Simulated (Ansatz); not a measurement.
Cost and result by functional for the adsorption energy of H on the 1x1 (110) surface of bcc Ta, one in a 2x2 cell, started at the site 'hollow Ta-Ta-Ta', in Ansatz (plane waves, PAW). Single points on the PBE structure, on one kind of machine; costs are rough ratios of the slab run's core time (references not counted) to the cheapest single point. r2SCAN's cost holds its higher cutoff (500 against 420 eV). Differences are taken against r2SCAN for comparison alone: no measured value is at hand, so the table doesn't rank accuracy.

Slab: 17 atoms, 6.8 Å thick at the start under the adsorbate (thin: gaps and levels are the slab's own); k 5x5x1, smearing 0.1 eV, dipole-corrected; 8 atoms held, the rest relaxed; symmetry of the start imposed; no spin, no spin-orbit, no U, no dispersion correction. At the end it is bonded to 3 Ta. In PBE it is, or lies within 0.03 eV of, the lowest of the starts that converged. These notes are the PBE run's. Adsorption energies are against ½ H2(g). A negative adsorption energy means that the adsorbate is more stable on the surface than in its reference.

| functional | relative cost | adsorption energy (eV) | less r2SCAN (eV) |
|---|---|---|---|
| RPBE | 1 | -0.85 | 0.25 |
| r2SCAN | 2 | -1.10 | 0.00 |
| PBE (the relaxed run's value) | – | -0.97 | 0.13 |

The values span 0.25 eV, while the single points' costs differ by a factor of roughly 2. Differences are of unrounded values.

Ansatz is a quantum-chemistry and plane-wave program.
